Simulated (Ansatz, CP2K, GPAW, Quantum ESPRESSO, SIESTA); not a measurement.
**Code comparison for Sb (R-3m, 2 atoms in the cell)**

Self-consistent single point.

```
CELL_PARAMETERS angstrom
      2.15987     1.24700     3.79962
     -2.15987     1.24700     3.79962
      0.00000    -2.49400     3.79962
ATOMIC_POSITIONS crystal
  Sb 0.26826 0.26826 0.26826
  Sb 0.73174 0.73174 0.73174
```

All programs got the same cell, k-point mesh and kind of occupations (in Ansatz's words: kpoints.mp_grid.grid = 6 6 6; scf.occupations.method = fermi_dirac; scf.occupations.width = 0.1 eV); potentials, basis and cutoffs are each program's usual ones.

| code | model | pressure (GPa) | largest force (eV/Å) | k-points | cutoff |
|---|---|---|---|---|---|
| Quantum ESPRESSO | PBE, PSlibrary PAW (PBE) pseudopotentials | 2.19 | 0.232 | 32 | 30 Ry |
| Ansatz | PBE, default PAW files | 2.33 | 0.208 | 32 | 420 eV |
| CP2K | PBE, GPW, DZVP-MOLOPT-SR-GTH basis, GTH-PBE potentials (GTH_POTENTIALS) | 3.17 | 0.249 | 216 | grid 400 Ry |
| GPAW | PBE, GPAW PAW datasets PBE (gpaw-data 1.0.1) | 2.06 | 0.191 | 32 | 600 eV |
| SIESTA | GGA PBE, numerical atomic orbitals TZP, PseudoDojo PBE standard norm-conserving potentials (rewritten from UPF to PSML) | 3.00 | 0.550 | 132 | grid 300 Ry |

The spread over the programs that give each value: pressure within 1.11 GPa; largest force within 0.359 eV/Å.

The starting cell comes from a database of computed structures (which also holds hypothetical and non-ambient phases and stackings), without a prior relaxation at this level. Its lattice was rescaled by a random factor within 2.5 % of one. On Ansatz's run: Spin-orbit coupling is off.

**Question.** Why do the programs differ, and what cannot be compared?

**Answer.** Differences of this kind can come from the potentials, where these differ, and from what each basis and cutoff leave unconverged. The valence holds different numbers of electrons (Quantum ESPRESSO 10, Ansatz (a first-principles code) 30, CP2K 10, GPAW 30, SIESTA 30). The zero of total energies and Fermi levels follows the potentials and each program's conventions, so they are not compared here. CP2K and SIESTA use small atom-centred bases, whose incompleteness enters pressures, forces and empty levels differently from a plane-wave cutoff. Ansatz's pressure is given at a fixed set of plane waves, as the other plane-wave codes print theirs; with its correction for the finite basis it is 2.37 GPa. The programs reduce the same mesh by symmetry to different extents, which changes the work and not the result. In the force vectors, SIESTA (by 0.342) lies more than 0.08 eV/Å from the median of the plane-wave programs.

Left out of this page: ABINIT (failed or unconverged); Elk and FLEUR (not drawn, or without a comparable value).

Keys are those of Ansatz 0.2.
